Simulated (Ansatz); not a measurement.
Relaxation of the outer planes of the (10-12) surface of hcp Sc in its 1x1 cell, outermost plane spacing 1.28 Å in the ideal cut.

Calculation: PBE (plane waves to 420 eV, PAW; Ansatz, a program for electronic structure).

Model: 12-atom slab, 10.9 Å thick at the start, 11x5x1 mesh, Fermi-Dirac 0.1 eV, dipole correction, all atoms relaxed; start symmetry kept, larger cells not searched; no spin, no spin-orbit, no U.

| plane | atoms | bulk spacing to the next (Å) | relaxed spacing (Å) | change (%) | rumpling (Å) |
|---|---|---|---|---|---|
| 1 | Sc | 1.281 | ___ | ___ | 0.00 |
| 2 | Sc | 0.640 | 0.669 | 4.5 | 0.00 |

**Question.** Some entries are withheld; supply them.

**Answer.** 
- 1, relaxed spacing (Å): 1.137
- 1, change (%): -11.3
